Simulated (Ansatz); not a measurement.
A self-consistent single point of Ga2O3 (C2/m, 10 atoms in the cell) with Ansatz (a quantum-chemistry and plane-wave program).

Method of the run: PBE, PAW files (plane waves; Ansatz).

```
Ga2O3
1.0
    6.13041    -1.52135     0.00000
    6.13041     1.52135     0.00000
   -1.38191     0.00000     5.64131
Ga O
4 6
Cartesian
  3.23592   0.00000   3.86582
  7.64299   0.00000   1.77549
 10.86800   0.00000   1.15765
  0.01091   0.00000   4.48366
  5.14646   0.00000   4.19341
  5.73245   0.00000   1.44790
  9.53159   0.00000   2.46395
  1.34732   0.00000   3.17735
  1.86607   0.00000   0.61575
  9.01284   0.00000   5.02556
```

Reference input (self-consistent single point, DFT, PBE, plane waves, PAW files): basis.ecutwfc = 420 eV; kpoints.mp_grid.grid = 7 7 4; hamiltonian.xc = pbe; hamiltonian.pseudopotentials = {kind: paw} (the program's default PAW files); scf.occupations.method = gaussian; scf.occupations.width = 0.01 eV. This run's input differs from it in these lines:

Ansatz 0.2 input:
```diff
@@ -18,3 +18,3 @@
 basis:
-  ecutwfc: 420.0 eV
+  ecutwfc: 380.0 eV
 kpoints:
```

Log, with long lists cut:

```
SCF iter   1: F=—  HF=-18542.471217 eV  |F-HF|=—  |Δ(HF+E_count)|=         —  Δρ=1.22e-1  dr2=7.64e0  ethr=3.10e-3  ⟨swp⟩=5.2  Hψ=10671  notcnv=0  defer=1
all-band conjugate gradients solve this SCF's bands
preconditioner: auto → Resta (q_TF=auto, 2.648 Å⁻¹)
SCF iter   2: F=—  HF=-18540.511295 eV  |F-HF|=—  |Δ(HF+E_count)|=    1.96e0  Δρ=5.39e-2  dr2=1.44e0  ethr=3.10e-3  ⟨swp⟩=2.1  Hψ=6488  notcnv=0  defer=228
   [... lines left out ...]
SCF iter   7: F=—  HF=-18539.965697 eV  |F-HF|=—  |Δ(HF+E_count)|=   2.36e-4  Δρ=2.94e-4  dr2=7.19e-5  ethr=3.15e-7  ⟨swp⟩=2.0  Hψ=6024  notcnv=0  defer=228
SCF iter   8: F=—  HF=-18539.965743 eV  |F-HF|=—  |Δ(HF+E_count)|=   4.53e-5  Δρ=6.83e-5  dr2=3.50e-6  ethr=8.17e-8  ⟨swp⟩=2.0  Hψ=5583  notcnv=0  defer=228
SCF iter   9: F=—  HF=-18539.965745 eV  |F-HF|=—  |Δ(HF+E_count)|=   2.84e-6  Δρ=1.47e-5  dr2=2.00e-7  ethr=3.98e-9  ⟨swp⟩=2.0  Hψ=5439  notcnv=0  defer=228
SCF iter  10: F=-18539.965746 eV  HF=-18539.965746 eV  |F-HF|=2.16e-8  |Δ(HF+E_count)|=   2.66e-7  Δρ=6.81e-6  dr2=3.75e-8  ethr=1.14e-10  ⟨swp⟩=10.4  Hψ=14736  notcnv=0
SCF 1 converged in 10 iterations: F = -18539.965746 eV  dr2 = 3.75e-8
Free energy (F): -18539.965746 eV
Internal energy: -18539.965746 eV  (E = F + TS)
E sigma→0 (E₀):  -18539.965746 eV
Fermi energy:    9.265736 eV
--- Forces (eV/Å), atoms counted from 1 ---
  atom   1  Ga     0.02984939     0.00000000     0.03999928
  atom   2  Ga    -0.02984939    -0.00000000    -0.03999928
  atom   3  Ga     0.01101364    -0.00000000    -0.02056157
  atom   4  Ga    -0.01101364     0.00000000     0.02056157
  atom   5  O     -0.01226636    -0.00000000    -0.02629350
  atom   6  O      0.01226636     0.00000000     0.02629350
  atom   7  O      0.02192490    -0.00000000     0.01955999
  atom   8  O     -0.02192490     0.00000000    -0.01955999
  atom   9  O      0.17838056    -0.00000000     0.00276171
  atom  10  O     -0.17838056     0.00000000    -0.00276171
--- Stress (GPa, compression-positive) ---
        7.621946       0.000000       0.149599
        0.000000       8.036570      -0.000000
        0.149599      -0.000000       7.578877
  P = ⅓ Tr σ = 7.7458 GPa (77.458 kbar)
  The stress holds the Pulay correction. Without it, at fixed plane waves, as pw.x and ABINIT print it: P = 5.8656 GPa
```

The run converged in 10 iterations. Against the reference run the free energy goes up by 10.2 meV/atom, the pressure stays at 7.75 GPa, the largest force stays at 0.178 eV/Å and the gap on the mesh moves little (2.357 to 2.355 eV).

The starting cell comes from a database of computed structures (which also holds hypothetical and non-ambient phases and stackings), without a prior relaxation at this level. Its lattice was rescaled by a random factor within 2.5 % of one. Ansatz's pressure includes its estimate of the finite-basis (Pulay) stress. Without the estimate this run gives 5.87 GPa. The cutoff lies below the one recommended for these files.
